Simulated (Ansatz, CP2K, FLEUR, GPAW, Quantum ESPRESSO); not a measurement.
# LuGaAu (C2/m, 6 atoms in the cell) computed with different codes at matched settings

Self-consistent single point, at a second geometry (lattice scaled by 0.98). First geometry:

```yaml
crystal:
  lattice:
    - [5.12507, -2.20181, 0.00000]
    - [5.12507, 2.20181, 0.00000]
    - [-4.56813, 0.00000, 5.19143]
  atoms:
    - { symbol: Lu, position: [0.46353, 0.46353, 0.70337] }
    - { symbol: Lu, position: [0.53647, 0.53647, 0.29663] }
    - { symbol: Ga, position: [0.15764, 0.15764, 0.10714] }
    - { symbol: Ga, position: [0.84236, 0.84236, 0.89286] }
    - { symbol: Au, position: [0.82323, 0.82323, 0.28650] }
    - { symbol: Au, position: [0.17677, 0.17677, 0.71350] }
```

Shared settings, as Ansatz (a program for electronic structure) writes them: kpoints.mp_grid.grid = 4 4 3; scf.occupations.method = fermi_dirac; scf.occupations.width = 0.0037 Ry. Potentials and cutoffs stand in the table.

```tsv
code	model	ΔF from the first geometry (meV/atom)	pressure (GPa)	largest force (eV/Å)	cutoff
Ansatz	LDA (PW92), PAW files made with PBE	-13.5	1.75	0.115	default
FLEUR	LDA (Perdew-Zunger), all-electron FLAPW (FLEUR), scalar-relativistic valence	-13.2	–	0.128	Kmax 3.8 1/bohr
CP2K	LDA (Pade form), GPW, DZVP-MOLOPT-SR-GTH basis, GTH-PADE potentials (GTH_POTENTIALS)	-4.1	3.28	0.269	grid 600 Ry
Quantum ESPRESSO	LDA (PZ), PSlibrary PAW (LDA) pseudopotentials	-19.0	0.79	0.144	70 Ry
GPAW	LDA (Perdew-Wang 92), GPAW PAW datasets LDA (gpaw-data 1.0.1)	-5.3	3.05	0.124	850 eV
```

Size of the force on each atom (eV/Å): Sizes of forces hide their directions.

```csv
code,Lu1,Lu2,Ga3,Ga4,Au5,Au6
Ansatz,0.070,0.070,0.115,0.115,0.052,0.052
FLEUR,0.066,0.066,0.128,0.128,0.063,0.063
CP2K,0.060,0.060,0.269,0.269,0.080,0.080
Quantum ESPRESSO,0.064,0.064,0.144,0.144,0.089,0.089
GPAW,0.076,0.076,0.124,0.124,0.065,0.065
```

A dash marks a value that a program does not give, or that is left out as unsure.

On Ansatz's run: spin-orbit coupling is off.

The spread over the programs that give each value: ΔF from the first geometry within 14.9 meV/atom; pressure within 2.49 GPa; largest force within 0.154 eV/Å.

CP2K uses small atom-centred bases, whose incompleteness enters pressures, forces and empty levels differently from a plane-wave cutoff. FLEUR treats all electrons, but the usual bases taken here (sphere radii, linearisation, local orbitals, empty states) were not tested for convergence, so the values are no reference for the others. Ansatz's pressure is given at a fixed set of plane waves, as the other plane-wave codes print theirs; with its correction for the finite basis it is 1.80 GPa. The same LDA comes in different parametrisations, which differ slightly. In the pressure, CP2K (by 1.53) and GPAW (by 1.30) lie more than 1 GPa from the median of the plane-wave programs. In the force vectors, CP2K (by 0.152) lies more than 0.08 eV/Å from the median of the plane-wave programs.

The shared mesh is coarse (it stands for a supercell whose shortest vector is 17 Å), so the values are not converged in it.

The starting cell comes from a database of computed structures (which also holds hypothetical and non-ambient phases and stackings), without a prior relaxation at this level. For this run, on top of that: lattice scaled by 0.98.

Left out of this page: Elk (not drawn, or without a comparable value).

Keys are those of Ansatz 0.2.
